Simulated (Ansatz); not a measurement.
# W: pressure 9 GPa

Consider W in the bcc (W type) structure (space group Im-3m, No. 229; a = 3.170 Å).

Now apply this change: a hydrostatic pressure of 9 GPa.

The values are results of r2SCAN in Ansatz (plane waves to 500 eV, PAW, no SOC), earlier PAW set, not measurements. Γ-centred 21×21×21 mesh, Fermi–Dirac width 0.05 eV.

```csv
quantity,base,changed,shift
volume per atom,15.93 Å³,15.50 Å³,-0.422 Å³
density,19.17 g/cm³,19.69 g/cm³,+0.52 g/cm³
lattice parameter a,3.170 Å,3.142 Å,-0.028 Å
band gap,zero,zero,–
```

Final structure:

```
CELL_PARAMETERS angstrom
     -1.57080     1.57080     1.57080
      1.57080    -1.57080     1.57080
      1.57080     1.57080    -1.57080
ATOMIC_POSITIONS crystal
  W  0.00000 0.00000 0.00000
```

Load acts through the strain it causes; cell and atoms are relaxed under it. Stability against distortions was not tested. Competing high-pressure phases were not computed. All final runs are without spin polarisation.

Ansatz is a program for electronic structure.
